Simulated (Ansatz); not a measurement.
# Effect of uniaxial strain ε_yy = +1.16 % on Pd

Start from Pd in the fcc (Cu type) structure (space group Fm-3m, No. 225; a = 3.8775 Å; relaxed with 0.1 eV smearing). Axes: x, y, z lie along the cube axes.

One thing is altered: uniaxial strain ε_yy = +1.16 %, all other strain components held at zero, atoms relaxed at fixed cell.

Calculations: plane-wave PAW DFT at the PBEsol level (Ansatz, a first-principles code, 420 eV), scalar-relativistic without spin-orbit coupling, earlier PAW set. k-mesh 29×29×29 (Γ-centred); smearing 0.1 eV (Fermi–Dirac).

| quantity | base | changed | shift |
|---|---|---|---|
| volume per atom | 14.57 Å³ | 14.74 Å³ | +0.17 Å³ |
| space group | Fm-3m (No. 225) | I4/mmm (No. 139) | – |
| shortest interatomic distance | 2.742 Å | 2.742 Å | 0.000 Å |
| energy relative to the base (free energy F) | 0 meV/atom | +1.5 meV/atom | +1.5 meV/atom |
| pressure (mean of the normal stresses, compression positive) | 0.0 GPa | -2.3 GPa | -2.3 GPa |
| band gap | zero | zero | – |
| stress (xx, yy, zz, yz, xz, xy; compression positive) | – | (-2.0, -2.8, -2.0, 0.0, 0.0, 0.0) GPa | – |

Final structure:

```yaml
crystal:
  lattice:
    - [0.00000, 1.96124, 1.93875]
    - [1.93875, 0.00000, 1.93875]
    - [1.93875, 1.96124, 0.00000]
  atoms:
    - { symbol: Pd, position: [0.00000, 0.00000, 0.00000] }
```

Whether these cells are dynamically stable was not tested. The final runs are not spin-polarised.
